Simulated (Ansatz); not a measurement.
Base system: MgSe in the rock salt structure (space group Fm-3m, No. 225; a = 5.450 Å). Axes: x, y, z lie along the cube axes.

Levels (all Ansatz, a program for electronic structure, PAW): PBEsol (420 eV, without spin-orbit coupling); r2SCAN (500 eV, scalar-relativistic without spin-orbit coupling).

Its gap is 1.78 eV with PBEsol and 2.50 eV with r2SCAN.

Perturbation: tensile biaxial strain of 1.79 % in the plane normal to [110], as in epitaxy on a mismatched substrate; the out-of-plane cell vector and the atoms relax.

With PBEsol the gap becomes 1.61 eV.

Problem. If the r2SCAN correction stayed the same, what would the r2SCAN gap be, and what does the r2SCAN run give?

Solution. A rigid correction of +0.72 eV gives 2.33 eV. The r2SCAN run gives 2.32 eV, so the two effects roughly add.

A biaxial case was relaxed in a doubled cell and then solved in the primitive one. Single points use the geometry relaxed with PBEsol. Stability against distortions was not tested.
